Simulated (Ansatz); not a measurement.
An Ansatz (a program for electronic structure) input (plane-wave PAW DFT at the r2SCAN level (Ansatz, 500 eV), no spin-orbit coupling):

Ansatz 0.2 input:
```yaml
crystal:
  lattice:
    - [3.8266075719, 0, 0]
    - [0, 3.8266075719, 0]
    - [0, 0, 10.8084653856]
  atoms:
    - { symbol: Se, position: [0, 0, 0] }
    - { symbol: Se, position: [0.5, 0.5, 0.7467191981] }
    - { symbol: S, position: [0, 0, 0.5] }
    - { symbol: Se, position: [0.5, 0.5, 0.2532808019] }
    - { symbol: Mg, position: [0, 0, 0.7413293336] }
    - { symbol: Mg, position: [0.5, 0.5, 0.5] }
    - { symbol: Mg, position: [0, 0, 0.2586706664] }
    - { symbol: Mg, position: [0.5, 0.5, 0] }
basis: { ecutwfc: 500, ecutrho_ratio: 4, xc_grid: 4, fft_grid_basis: typed }
kpoints: { mp_grid: { grid: [9, 9, 3] } }
hamiltonian:
  xc: r2scan
  dispersion: none
  pseudopotentials: { kind: paw }
scf: { occupations: { method: fermi_dirac, width: 0.05 }, convergence: { dr2_threshold: 0.0000000008 } }
output: { forces: true, stress: true }
checkpoint: { write: state.ck, write_every: 1000 }
```

**Question.** Which symmetry and how many k-points will the program report, and about how many plane waves at Γ?

**Answer.** Space group P4/mmm (ITA 123) with 16 operations, k-points 30 of 243, and 3959 plane waves at Γ.

These are small ordered cells, not random alloys; other orderings at the same x differ. No phonon test of stability was made. The cell was made from MgS by this change: x(Se) = 0.75, 8 atoms, P4/mmm.
